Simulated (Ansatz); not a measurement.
**A constructed model of the (110) surface of bcc W, a layer of Mg in place of the second plane (bottom of the slab: a bare face, its two planes held)**

All values below come from PBE (plane waves to 420 eV, PAW; Ansatz, a program for electronic structure).

Set-up: 6 atoms, 11.0 Å thick at the start with caps and adatoms (thin: gaps and levels are the slab's own); mesh 14x14x1; 0.1 eV smearing; dipole correction on; 2 atoms held, the rest relaxed; symmetry of the start imposed; no spin, no spin-orbit, no U. In PBE it lies 0.22 eV a 1x1 cell over the lowest computed structure of the same composition (a layer of Mg in place of the third plane).

```json
{
  "work_function_of_the_top_face": "5.58 eV",
  "energy_released_by_relaxation": "0.44 eV",
  "cost": "roughly 2.3 core-minutes"
}
```
